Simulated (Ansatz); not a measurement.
# Short convergence ladders for the (001) slab of Al (cut from a parent of space group no. 225; 4 atoms in the cell)

```yaml
crystal:
  lattice:
    - [2.87237, 0.00000, 0.00000]
    - [-2.87237, 2.87237, 0.00000]
    - [0.00000, 0.00000, 20.09331]
  atoms:
    - { symbol: Al, position: [0.00000, 0.00000, 0.44946] }
    - { symbol: Al, position: [0.00000, 0.50000, 0.34837] }
    - { symbol: Al, position: [0.00000, 0.00000, 0.65163] }
    - { symbol: Al, position: [0.00000, 0.50000, 0.55054] }
```

Base method: PBEsol, PAW files made with PBE (plane waves; Ansatz, a first-principles code).

Base settings: basis.ecutwfc = 420 eV; kpoints.mp_grid.grid = 15 15 1; hamiltonian.xc = pbesol; hamiltonian.pseudopotentials = {kind: paw} (the program's default PAW files); scf.occupations.method = gaussian; scf.occupations.width = 0.1 eV.

The count of work is k-points × plane waves × bands × iterations; it is no time. 

**The plane-wave cutoff**

The mesh stays at the base's, so the ladder's end is converged at best in this setting alone.

Only quantities that move along the ladder and can be compared are tabulated.

| basis.ecutwfc | free energy less the last step's (meV/atom) | largest difference of a force vector from the last step's (eV/Å) | count of work / last |
|---|---|---|---|
| 210 eV | 143.30 | 0.019 | 0.13 |
| 250 eV | 61.17 | 0.069 | 0.16 |
| 295 eV | 17.32 | 0.011 | 0.20 |
| 355 eV | 3.22 | 0.001 | 0.28 |
| 420 eV | 0.29 | 0.000 | 0.35 |
| 505 eV | 0.12 | 0.000 | 0.47 |
| 630 eV | 0.07 | 0.000 | 0.65 |
| 840 eV | 0.00 | 0.000 | 1.0 |

Coarsest basis.ecutwfc that holds the free energy within 5 meV/atom of the last step, with all finer ones: 355 eV, at 0.28 of the last step's count of work; the step before is off by 17 meV/atom.

Coarsest basis.ecutwfc that holds the forces within 0.02 eV/Å of the last step, with all finer ones: 295 eV, at 0.20 of the last step's count of work; the step before is off by 0.069 eV/Å.

**The depth of the relaxed slab**

On the (001) slab of Al (cut from a parent of space group no. 225; 2 atoms in the cell), and deeper slabs.

In this ladder: relax = atoms; relax.f_tol = 0.02 eV/Å.

Surface energy = (E_slab − N e_bulk)/2A, with e_bulk from the bulk crystal on its finest mesh (560 k-points); errors per atom of slab and bulk, whose meshes differ, grow with N.

The mesh stays at the base's, so the ladder's end is converged at best in this setting alone.

Only quantities that move along the ladder and can be compared are tabulated.

| atoms | surface energy (J/m²) | relaxation steps |
|---|---|---|
| 2 | 1.174 | 3 |
| 6 | 1.071 | 3 |
| 8 | 1.087 | 3 |
| 10 | 1.077 | 4 |

Smallest size that holds the surface energy within 0.05 J/m² of the last step, with all finer ones: 6; the step before is off by 0.097 J/m².

On the base run: the starting cell has typed, rounded lattice constants, without a prior relaxation at this level. The slab is cut from that crystal, and its faces are unrelaxed. Its lattice was rescaled by up to half a per cent.

Keys are those of Ansatz 0.2.
